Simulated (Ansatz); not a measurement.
Given:

```
CELL_PARAMETERS angstrom
     11.23008     0.00000     0.00000
      0.00000     4.11174     0.00000
      0.00000     0.00000     4.23722
ATOMIC_POSITIONS crystal
  Sn 0.61668 0.75000 0.57229
  Sn 0.88332 0.25000 0.07229
  Sn 0.38332 0.25000 0.42771
  Sn 0.11668 0.75000 0.92771
  Se 0.35902 0.75000 0.98071
  Se 0.14098 0.25000 0.48071
  Se 0.64098 0.25000 0.01929
  Se 0.85902 0.75000 0.51929
```

A single point on SnSe, its geometry relaxed with PBEsol-D3(BJ).

The values are results of PBEsol (Ansatz, a program for electronic structure, PAW, noncollinear with spin-orbit coupling), not measurements. Settings: 3×8×8 k-points, 0.05 eV Fermi–Dirac smearing.

Question: What is the computed electron mass?

Answer: 0.053 mₑ along a, 0.76 mₑ along b, 1.4 mₑ along c (off the special points).

Question: What width of the top valence band does the calculation give?

Answer: 1.87 eV.

Single points use the geometry relaxed with PBEsol-D3(BJ). The levels and masses belong to the bands next to the band gap. Masses are band curvatures over ±0.01 Å⁻¹ around the edge. No phonon test of stability was made. The cell is SnSe in the GeS type structure (space group Pnma, No. 62).
